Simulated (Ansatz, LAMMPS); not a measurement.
Random Si-Ge alloy, 4x4x4 cubic cells, lattice parameter by Vegard's rule

Cell 21.92 × 21.92 × 21.92 Å, Si495Ge17, 512 atoms. Prepared with Tersoff's 1989 multicomponent potential (SiCGe.tersoff) (LAMMPS): minimisation. 

Calculation: PBE, support functions at accuracy medium on the grid of 370 eV (norm-conserving potentials; Ansatz, a quantum-chemistry and plane-wave program).

Basis: localised support functions (accuracy medium) on a full density matrix. k-points: zone centre alone; occupations: Fermi-Dirac, 0.020 eV; spin polarisation not allowed. No spin-orbit coupling.

```json
{
  "energy over the perfect crystal(s), per atom": "2 meV/atom",
  "Kohn-Sham gap of the cell on its k-mesh": "0.64 eV",
  "coordination (neighbours within 2.842 Å)": "100.0 % 4-fold",
  "Ge-Si bonds, mean ± spread": "2.414 ± 0.002 Å",
  "Si-Si bonds, mean ± spread": "2.370 ± 0.003 Å",
  "bond angles, mean ± spread": "109.5° ± 0.4°",
  "pressure": "-0.21 GPa",
  "cost_of_the_final_run": "very roughly 26 core-minutes, 16 SCF iterations, 11 GiB"
}
```
